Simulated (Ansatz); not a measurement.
```xyz
1
Lattice="2.4672 0.0000 0.0000 1.2336 2.1367 0.0000 1.2336 -0.7122 2.0440" Properties=species:S:1:pos:R:3 pbc="T T T"
Cu     0.0000     0.0000     0.0000
```

No spin polarisation.

All numbers come from Ansatz (a program for electronic structure), LDA, PAW, cutoff 420 eV, spin-orbit coupling left out. k-mesh 32×32×32 (Γ-centred); smearing 0.1 eV (Fermi–Dirac).

Task: Predict the in-plane stress and band gap.

Result: The mean in-plane stress (compression positive) comes out as +3.1 GPa and the band gap is zero.

The cells carry an imposed strain or load. Whether these cells are dynamically stable was not tested. The final runs are not spin-polarised. The cell was made from Cu in the fcc (Cu type) structure (space group Fm-3m, No. 225) by this change: biaxial strain −0.83 %, plane normal [111], relaxed out of plane.
